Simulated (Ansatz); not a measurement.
Functionals compared on a constructed model of the (0001) surface of hcp Hf, a pseudomorphic layer of Cu in the host's stacking (bottom of the slab: a bare face, its two planes held), in Ansatz (plane waves, PAW). The structure was relaxed with PBE; the other rows are single points on it. Cutoff 420 eV (500 eV for r2SCAN).

Set-up: 7 atoms, 15.3 Å thick at the start; mesh 13x13x1; 0.1 eV smearing; dipole correction on; 2 atoms held, the rest relaxed; symmetry of the start imposed; no spin, no spin-orbit, no U. It is one candidate, not shown to be the stable structure of the face. These notes are the PBE run's.

```csv
functional,work function of the top face (eV),rough cost of the single point
PBE,3.63,–
RPBE,3.45,about 80 core-seconds (a rough figure)
r2SCAN,[?],roughly 2.4 core-minutes
```

Task: Complete the blanks.

Result: 
- r2SCAN, work function of the top face (eV): 3.56

Ansatz is a quantum-chemistry and plane-wave program.
